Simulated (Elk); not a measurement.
Input and output of a self-consistent single point for IrRh3 (I4/mmm, 4 atoms in the cell) (Elk).

Level of theory: PBEsol, all-electron FP-LAPW, Elk's shipped species files, APW+lo basis with extra local orbitals in Elk 10.2.4.

```yaml
crystal:
  lattice:
    - [-1.90678, 1.90678, 3.81948]
    - [1.90678, -1.90678, 3.81948]
    - [1.90678, 1.90678, -3.81948]
  atoms:
    - { symbol: Ir, position: [0.00000, 0.00000, 0.00000] }
    - { symbol: Rh, position: [0.75000, 0.25000, 0.50000] }
    - { symbol: Rh, position: [0.25000, 0.75000, 0.50000] }
    - { symbol: Rh, position: [0.50000, 0.50000, 0.00000] }
```

Reference input (self-consistent single point, DFT, LDA (PW92), all-electron FP-LAPW, Elk's shipped species files, APW+lo basis with extra local orbitals): xctype = 3; rgkmax = 7.5; stype = 0; swidth = 0.00499791 Ha; ngridk = 10 10 10; tforce = true; gmaxvr = 18 1/bohr; lmaxapw = 10; lmaxo = 8; nxlo = 2; lorbcnd = true; lradstp = 2. This run's input differs from it in these lines:

```diff
@@ -4,3 +4,3 @@
 xctype
-  3
+  22
```

Output, abridged:

```
│ Self-consistent loop started │
│ Loop number : 1 │
 total energy                :     -32208.4964977
│ Loop number : 2 │
 total energy                :     -32208.3886058
RMS change in Kohn-Sham potential (target) :   0.1829014081     (  0.1000000000E-05)
Absolute change in total energy (target)   :   0.1078918964     (  0.1000000000E-03)
│ Loop number : 3 │
 total energy                :     -32210.9502492
RMS change in Kohn-Sham potential (target) :   0.1561950807     (  0.1000000000E-05)
Absolute change in total energy (target)   :    2.534670432     (  0.1000000000E-03)
│ Loop number : 4 │
   [... lines left out ...]
Absolute change in total energy (target)   :   0.1994067392E-02 (  0.1000000000E-03)
│ Loop number : 16 │
 total energy                :     -32201.8751088
RMS change in Kohn-Sham potential (target) :   0.1021690995E-05 (  0.1000000000E-05)
Absolute change in total energy (target)   :   0.6786721278E-03 (  0.1000000000E-03)
│ Loop number : 17 │
 total energy                :     -32201.8752225
RMS change in Kohn-Sham potential (target) :   0.3828356889E-06 (  0.1000000000E-05)
Absolute change in total energy (target)   :   0.5601525118E-04 (  0.1000000000E-03)
Convergence targets achieved

│ Loop number : 18 │

Energies :
 Fermi                       :     0.476535649027
 total energy                :     -32201.8752441

Density of states at Fermi energy :    125.6534442
 (states/Hartree/unit cell)

Estimated indirect band gap :   0.2455956218E-04
 from k-point     11 to k-point     94
Estimated direct band gap   :   0.2946016424E-02
 at k-point     93

Charges :
 core                        :    132.0000000
 valence                     :    80.00000000
 interstitial                :    6.867114130
 muffin-tins (core leakage)
  species :    1 (Ir)
   atom    1                 :    75.43176751     (  0.1161079224E-02)
  species :    2 (Rh)
   atom    1                 :    43.23006273     (  0.1651931321E-06)
   atom    2                 :    43.23006273     (  0.1651931321E-06)
   [... lines left out ...]
   total force               :     0.00000000    0.00000000    0.00000000
   total magnitude           :     0.00000000
  atom :    3
   Hellmann-Feynman          :     0.00000000    0.00000000    0.00000000
   IBS                       :     0.00000000    0.00000000   -0.00000000
   total force               :     0.00000000    0.00000000    0.00000000
   total magnitude           :     0.00000000
```

The run converged in 18 iterations. The count includes the last loop, which Elk runs after its targets are met. 

The starting cell comes from a database of computed structures (which also holds hypothetical and non-ambient phases and stackings), without a prior relaxation at this level. Spin-orbit coupling is off. Spin polarisation is off. Values depend on the basis (sphere radii, cutoffs, local orbitals), which need not be converged. The log's line on a gap gives a spacing of levels on this mesh, which the program prints for metals too.

Cost on one core of a shared machine: roughly 6 min.
